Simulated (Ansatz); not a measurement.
## L1₂ (Cu3Au-type) Al3Sc

Method: PBE-D4 (Ansatz, an electronic-structure program, plane waves, PAW).

Settings: plane-wave cutoff 520 eV, 14×14×14 k mesh, Fermi–Dirac smearing 0.05 eV, scalar-relativistic PAW data made under PBE.

Cell (relaxed at this level):

```cif
data_Al3Sc
_chemical_formula_sum 'Sc1 Al3'
_space_group_name_H-M_alt 'P 1'
_space_group_IT_number 1
_cell_length_a 4.05797
_cell_length_b 4.05797
_cell_length_c 4.05797
_cell_angle_alpha 90.000
_cell_angle_beta 90.000
_cell_angle_gamma 90.000
loop_
_space_group_symop_operation_xyz
  'x, y, z'
loop_
_atom_site_label
_atom_site_type_symbol
_atom_site_fract_x
_atom_site_fract_y
_atom_site_fract_z
_atom_site_occupancy
Sc1 Sc 0.00000 0.00000 0.00000 1
Al1 Al 0.00000 0.50000 0.50000 1
Al2 Al 0.50000 0.00000 0.50000 1
Al3 Al 0.50000 0.50000 0.00000 1
```

* **bulk modulus**: 93.4 GPa
* **band gap**: none
* **pressure derivative B′ of the bulk modulus**: 4.1

Measured, for comparison: bulk modulus 91.5 ± 1 GPa (298 K, no zero-point or thermal correction, polycrystal; as tabulated in A Combined Experimental and First-Principles Based Assessment of …). Computed (rounded) less measured: bulk modulus +2 %. A static lattice is as a rule a little smaller and stiffer than an uncorrected measurement, which narrows the difference in the bulk modulus and would widen misses of the other sign.

Computed values are for the static lattice.

Cost on a shared machine: about 90 core-seconds (a rough figure).
